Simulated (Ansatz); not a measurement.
Where the default PAW files enter, the runs use the earlier of Ansatz's two default sets.

```xyz
2
Lattice="3.9514 0.0000 0.0000 0.0000 5.5881 0.0000 1.9757 2.7941 1.9757" Properties=species:S:1:pos:R:3 pbc="T T T"
Na     0.0000     0.0000     0.0000
Cl     0.0000     2.7941     0.0000
```

Space group of this cell: Fm-3m, rock salt. The cell is taken as given.

Transport runs along the normal of the first two printed cell vectors, the (110) plane of the conventional cell.

The gap is the functional's own, uncorrected, and κ follows it; spin-orbit coupling is left out. Mid-gap values are interpolated between the computed energies.

**Question.** Compute, with r2SCAN in Ansatz (a quantum-chemistry and plane-wave program), the band gap and the smallest decay constant κ at mid-gap.

**Answer.** Gap 6.01 eV on a 16×16×16 mesh; κ = 0.401 1/Å, at the zone centre.
